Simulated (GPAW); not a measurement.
Input and output of a self-consistent single point for AuZn (Pm-3m, 2 atoms in the cell) (GPAW)

Method: PBEsol, GPAW PAW datasets PBEsol (made by gpaw-setup) (plane waves; GPAW 25.7.0).

This input was run:

```python
from ase import Atoms
from ase.units import GPa
from gpaw import GPAW

atoms = Atoms(['Zn', 'Au'],
              cell=[[3.171105, 0.000000, 0.000000],
                    [0.000000, 3.171105, 0.000000],
                    [0.000000, 0.000000, 3.171105]],
              scaled_positions=[[0.500000, 0.500000, 0.500000],
                                [0.000000, 0.000000, 0.000000]],
              pbc=True)

calc = GPAW(mode={'name': 'pw', 'ecut': 850},
            xc='PBEsol',
            kpts=(7, 7, 7),
            occupations={'name': 'methfessel-paxton', 'width': 0.1, 'order': 1},
            nbands=-10,
            symmetry={'symmorphic': False, 'tolerance': 0.0005},
            maxiter=150,
            txt='-')

atoms.calc = calc

energy = atoms.get_potential_energy()
print('Energy (eV):', round(energy, 6))
forces = atoms.get_forces()
print('Forces (eV/Ang):')
print(forces.round(5))
stress = atoms.get_stress()
print('Stress (GPa, Voigt):', (stress / GPa).round(4))
```

The program printed (abridged):

```
Input parameters:
  kpts: [7 7 7]
  maxiter: 150
  mode: {ecut: 850,
         name: pw}
  nbands: -10
  occupations: {name: methfessel-paxton,
                order: 1,
                width: 0.1}
  symmetry: {symmorphic: False,
             tolerance: 0.0005}
  xc: PBEsol

species:
  Zn:
    name: Zinc
    Z: 30.0
    valence: 12
    core: 18
    charge: 0.0
    file: Zn.PBEsol.gz

    # Using partial waves for Zn as LCAO basis

  Au:
    name: Gold
    Z: 79.0
    valence: 11
    core: 68
    charge: 0.0
    file: Au.PBEsol.gz

    # Using partial waves for Au as LCAO basis

Reference energy: -565278.401332  # eV

Spin-paired calculation

Convergence criteria:
 Maximum [total energy] change in last 3 cyles: 0.0005 eV / valence electron
 Maximum integral of absolute [dens]ity change: 0.0001 electrons / valence electron
 Maximum integral of absolute [eigenst]ate change: 4e-08 eV^2 / valence electron
 Maximum number of scf [iter]ations: 150

Symmetries present (total): 48
Symmetries with fractional translations: 0
343 k-points: 7 x 7 x 7 Monkhorst-Pack grid
20 k-points in the irreducible part of the Brillouin zone
       k-points in crystal coordinates                weights
   0:     0.00000000    0.00000000    0.00000000          1/343
   1:     0.14285714    0.00000000    0.00000000          6/343
   2:     0.14285714    0.14285714    0.00000000         12/343
   [... 7 lines left out ...]
          ...
  19:     0.42857143    0.42857143    0.42857143          8/343

Wave functions: Plane wave expansion
  Cutoff energy: 850.000 eV
  Number of coefficients (min, max): 1774, 1813
  Pulay-stress correction: 0.000000 eV/Ang^3 (de/decut=0.000000)

Occupation numbers: Methfessel-Paxton:
  width: 0.1000  # eV
  order: 1

Eigensolver

Densities:
  Coarse grid: 24*24*24 grid
  Fine grid: 48*48*48 grid
  Total Charge: 0.000000

Density mixing:
  Method: separate
  Backend: pulay
  Linear mixing parameter: 0.05
  old densities: 5
  Damping of long wavelength oscillations: 50

Hamiltonian:
  XC and Coulomb potentials evaluated on a 48*48*48 grid
  External potential:
    NoExternalPotential

XC parameters: PBEsol with 2 nearest neighbor stencil

Number of atoms: 2
Number of atomic orbitals: 18
Number of bands in calculation: 21
Number of valence electrons: 23
Bands to converge: occupied

Density initialized from atomic densities
  18 bands from LCAO basis set
  3 bands from random numbers

Atomic positions and initial magnetic moments

Positions:
   0 Zn     1.585552    1.585552    1.585552    ( 0.0000,  0.0000,  0.0000)
   1 Au     0.000000    0.000000    0.000000    ( 0.0000,  0.0000,  0.0000)

Unit cell:
           periodic     x           y           z      points  spacing
  1. axis:    yes    3.171105    0.000000    0.000000    24     0.1321
  2. axis:    yes    0.000000    3.171105    0.000000    24     0.1321
  3. axis:    yes    0.000000    0.000000    3.171105    24     0.1321

  Lengths:   3.171105   3.171105   3.171105
  Angles:   90.000000  90.000000  90.000000

Effective grid spacing dv^(1/3) = 0.1321

     iter     time        total  log10-change:
                         energy   eigst   dens
iter:   1 --:--:--    -6.478291
iter:   2 --:--:--    -6.396641   -1.04  -1.33
iter:   3 --:--:--    -6.333823   -1.14  -1.36
iter:   4 --:--:--    -6.249212   -3.26  -1.61
iter:   5 --:--:--    -6.000286   -1.91  -1.66
iter:   6 --:--:--    -5.992708   -3.89  -2.38
iter:   7 --:--:--    -5.998591c  -3.02  -2.53
iter:   8 --:--:--    -5.988758c  -3.38  -2.31
iter:   9 --:--:--    -5.988604c  -5.36  -3.22
iter:  10 --:--:--    -5.987008c  -4.00  -3.26
iter:  11 --:--:--    -5.987006c  -5.17  -3.68
iter:  12 --:--:--    -5.987002c  -7.10  -3.99
iter:  13 --:--:--    -5.987003c  -8.02c -4.08c

Converged after 13 iterations.

Dipole moment: (-0.000000, -0.000000, -0.000000) |e|*Ang

Energy contributions relative to reference atoms: (reference = -565278.401332)

Kinetic:        -15.350410
Potential:      +14.643795
External:        +0.000000
XC:              -5.438987
Entropy (-ST):   -0.001297
Local:           +0.159465
SIC:             +0.000000
--------------------------
Free energy:     -5.987435
Extrapolated:    -5.987003

Showing only first 2 kpts
 Kpt  Band  Eigenvalues  Occupancy
  0     9      4.89823    2.00000
  0    10      4.89823    2.00000
  0    11     13.58518    0.00000
  0    12     13.58518    0.00000

  1     9      4.65443    2.00000
  1    10      4.87135    2.00000
  1    11     11.36973   -0.00000
  1    12     14.22725    0.00000

Fermi level: 8.77528

No gap
No difference between direct/indirect transitions
Energy (eV): -5.987003

Forces in eV/Ang:
  0 Zn   -0.00000   -0.00000   -0.00000
  1 Au    0.00000    0.00000    0.00000

Stress tensor:
     0.031366     0.000000     0.000000
     0.000000     0.031366     0.000000
     0.000000     0.000000     0.031366
Stress (GPa, Voigt): [5.0254 5.0254 5.0254 0.     0.     0.    ]
```

The run converged in 13 iterations. GPAW prints stress with tension positive.

The starting cell has typed, rounded lattice constants, without a prior relaxation at this level. Its lattice was rescaled by a random factor within 2.5 % of one. Spin-orbit coupling is off. With a pressure of about -5 GPa the cell is away from its equilibrium volume at this level.
